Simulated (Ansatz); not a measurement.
An Ansatz (a first-principles code) input (r2SCAN (Ansatz, PAW, spin-orbit coupling left out)):

Ansatz 0.2 input:
```yaml
crystal:
  lattice:
    - [0, 2.8758475279, 2.8758475279]
    - [2.8758475279, 0, 2.8758475279]
    - [2.8758475279, 2.8758475279, 0]
  atoms:
    - { symbol: Ga, position: [0, 0, 0] }
    - { symbol: As, position: [0.25, 0.25, 0.25] }
basis: { ecutwfc: 500, ecutrho_ratio: 4, xc_grid: 4, fft_grid_basis: typed }
kpoints: { mp_grid: { grid: [10, 10, 10] } }
hamiltonian:
  xc: r2scan
  dispersion: none
  pseudopotentials: { kind: paw }
scf: { occupations: { method: fermi_dirac, width: 0.05 }, convergence: { dr2_threshold: 0.0000000002 } }
relax: { f_tol: 0.005, max_steps: 50 }
output: { forces: true, stress: true }
checkpoint: { write: state.ck, write_every: 1000 }
```

Task: Which symmetry and how many k-points will the program report, and about how many plane waves at Γ?

Result: Space group F-43m (ITA 216) with 24 operations, k-points 47 of 1000, and 1243 plane waves at Γ.

Task: And the final pressure?

Result: -2.91 GPa (compression positive).

The cells carry an imposed strain or load. Whether these cells are dynamically stable was not tested. The cell was made from GaAs in the zinc blende structure (space group F-43m, No. 216) by this change: isotropic strain +1.50 %.
